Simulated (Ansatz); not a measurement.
# Alloy series in NbN

The reference is NbN in the rock salt structure (space group Fm-3m, No. 225; a = 4.3801 Å).

The other end (x = 1) is VN in the rock salt structure (space group Fm-3m, No. 225): 8.45 Å³/atom, gap zero.

V replaces a fraction x of Nb; each row is one arrangement (x, atoms in the cell, starting space group or random), fully relaxed.

Computed with PBEsol/PAW in Ansatz (a quantum-chemistry and plane-wave program), without spin-orbit coupling.

Candidates:
(a) x(V) = 0.333, 6 atoms, Immm
(b) x(V) = 0.75, 8 atoms, I4/mmm
(c) x(V) = 0.667, 6 atoms, I4/mmm

Base values:

```
Item                             Value
-----------------------------  -------
Shortest interatomic distance  2.190 Å
```

Order them by shortest interatomic distance, highest first.

(a) x(V) = 0.333, 6 atoms, Immm (2.073 Å), (b) x(V) = 0.75, 8 atoms, I4/mmm (2.018 Å), (c) x(V) = 0.667, 6 atoms, I4/mmm (1.968 Å)

Other magnetic orders, which the real material may have, were not ruled out. These are small ordered cells, not random alloys; other orderings at the same x differ. Stability against distortions was not tested. Seeded moments were not kept for Nb → V, x(V) = 0.75, 8 atoms, I4/mmm and x(V) = 0.667, 6 atoms, I4/mmm. Spin-polarised in the final run: Nb2VN3; the other runs are not.
